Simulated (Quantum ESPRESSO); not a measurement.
Worked example: self-consistent single point of ZrGeS (P4/nmm, 6 atoms in the cell) in Quantum ESPRESSO.

Level of theory: PBEsol+U, PseudoDojo standard norm-conserving (PBESOL) pseudopotentials (plane waves; Quantum ESPRESSO).

```yaml
crystal:
  lattice:
    - [3.62600, 0.00000, 0.00000]
    - [0.00000, 3.62600, 0.00000]
    - [0.00000, 0.00000, 8.01900]
  atoms:
    - { symbol: Zr, position: [0.00000, 0.50000, 0.27600] }
    - { symbol: Zr, position: [0.50000, 0.00000, 0.72400] }
    - { symbol: S, position: [0.00000, 0.50000, 0.62200] }
    - { symbol: S, position: [0.50000, 0.00000, 0.37800] }
    - { symbol: Ge, position: [0.00000, 0.00000, 0.00000] }
    - { symbol: Ge, position: [0.50000, 0.50000, 0.00000] }
```

Reference input (self-consistent single point, DFT, PBEsol, plane waves, PseudoDojo standard norm-conserving (PBESOL) pseudopotentials): ecutwfc = 80 Ry; occupations = smearing; smearing = marzari-vanderbilt; degauss = 0.0073499 Ry; potentials = {Zr: Zr.upf, S: S.upf, Ge: Ge.upf}; K_POINTS = automatic 6 6 3 0 0 0; conv_thr = 1e-10 Ry. This run's input differs from it in these lines:

```diff
@@ -35,2 +35,4 @@
 6 6 3  0 0 0
+HUBBARD {ortho-atomic}
+U Zr-4d 7
```

Output, abridged:

```
     Self-consistent Calculation

     iteration #  1     ecut=    80.00 Ry     beta= 0.70
     Minimization algorithm failed to find Fermi energy: reverting to bisection
     Possible cause: smearing is larger than the electronic band-gap.

     =================== HUBBARD OCCUPATIONS ===================
     ------------------------ ATOM    1 ------------------------
     Tr[ns(  1)] =   1.90726
     eigenvalues:
       0.173  0.178  0.200  0.201  0.201
     ------------------------ ATOM    2 ------------------------
     Tr[ns(  2)] =   1.90726
     eigenvalues:
       0.173  0.178  0.200  0.201  0.201

   [... lines left out ...]

     iteration #  2     ecut=    80.00 Ry     beta= 0.70

     total energy              =    -602.01223793 Ry
     estimated scf accuracy    <       4.94443763 Ry

     iteration #  3     ecut=    80.00 Ry     beta= 0.70

     total energy              =    -602.72623405 Ry
     estimated scf accuracy    <       0.27282112 Ry

   [... 10 blocks of this kind left out ...]

     iteration # 14     ecut=    80.00 Ry     beta= 0.70

     total energy              =    -602.77541731 Ry
     estimated scf accuracy    <          3.1E-10 Ry

     iteration # 15     ecut=    80.00 Ry     beta= 0.70
     End of self-consistent calculation

     =================== HUBBARD OCCUPATIONS ===================
     ------------------------ ATOM    1 ------------------------
     Tr[ns(  1)] =   2.68955
     eigenvalues:
       0.216  0.217  0.301  0.301  0.309
     ------------------------ ATOM    2 ------------------------
     Tr[ns(  2)] =   2.68955
     eigenvalues:
       0.216  0.217  0.301  0.301  0.309

     Number of occupied Hubbard levels =    5.3791

     the Fermi energy is    14.4119 ev

!    total energy              =    -602.77541731 Ry
     estimated scf accuracy    <          8.0E-11 Ry
     smearing contrib. (-TS)   =       0.00016320 Ry
     internal energy E=F+TS    =    -602.77558051 Ry

     Hubbard energy            =       1.00211858 Ry

     convergence has been achieved in  15 iterations

   [... lines left out ...]

     Total force =     0.018645     Total SCF correction =     0.000040

          total   stress  (Ry/bohr**3)                   (kbar)     P=       51.34
   0.00037006   0.00000000   0.00000000           54.44        0.00        0.00
   0.00000000   0.00037006   0.00000000            0.00       54.44        0.00
   0.00000000   0.00000000   0.00030690            0.00        0.00       45.15

   JOB DONE.
```

The run converged in 15 iterations. Against the reference run the pressure goes from -2.08 to 5.13 GPa and the largest force goes from 0.066 to 0.251 eV/Å. The full log also holds: “c_bands:  1 eigenvalues not converged”.

The starting cell comes from a database of published, mostly measured structures (it also holds non-ambient and calculated ones), without a prior relaxation at this level. Spin polarisation is off. The U value is a test value, and with U on an open shell several self-consistent states can exist. With a pressure of about 5 GPa the cell is away from its equilibrium volume at this level.

Cost on one core of a shared machine: roughly 3 min.
